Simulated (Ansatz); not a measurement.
**What isotropic strain +2.50 % does to Mo**

Start from Mo in the bcc (W type) structure (space group Im-3m, No. 229; a = 3.161 Å; relaxed with 0.1 eV smearing).

Perturbation: the cell is scaled by 1.0250 in all directions; the atoms relax in the strained cell.

The values are results of PBE (Ansatz, a quantum-chemistry and plane-wave program, PAW, no spin-orbit coupling), not measurements. k-mesh 29×29×29 (Γ-centred); smearing 0.1 eV (Fermi–Dirac).

```json
[
 {"quantity": "volume per atom", "base": "15.79 Å³", "changed": "17.01 Å³", "shift": "+1.214 Å³"},
 {"quantity": "space group", "base": "Im-3m (No. 229)", "changed": "Im-3m (No. 229)", "shift": "–"},
 {"quantity": "shortest interatomic distance", "base": "2.738 Å", "changed": "2.806 Å", "shift": "+0.068 Å"},
 {"quantity": "energy relative to the base (free energy F)", "base": "0 meV/atom", "changed": "+66 meV/atom", "shift": "+66 meV/atom"},
 {"quantity": "pressure", "base": "0.0 GPa", "changed": "-16.4 GPa", "shift": "-16.4 GPa"},
 {"quantity": "band gap", "base": "zero", "changed": "zero", "shift": "–"}
]
```

Final structure:

```xyz
1
Lattice="-1.6201 1.6201 1.6201 1.6201 -1.6201 1.6201 1.6201 1.6201 -1.6201" Properties=species:S:1:pos:R:3 pbc="T T T"
Mo     0.0000     0.0000     0.0000
```

Cost of the whole job for the changed cell (relaxation, final SCF and bands): very roughly 18 core-seconds.

Whether these cells are dynamically stable was not tested. All final runs are without spin polarisation.
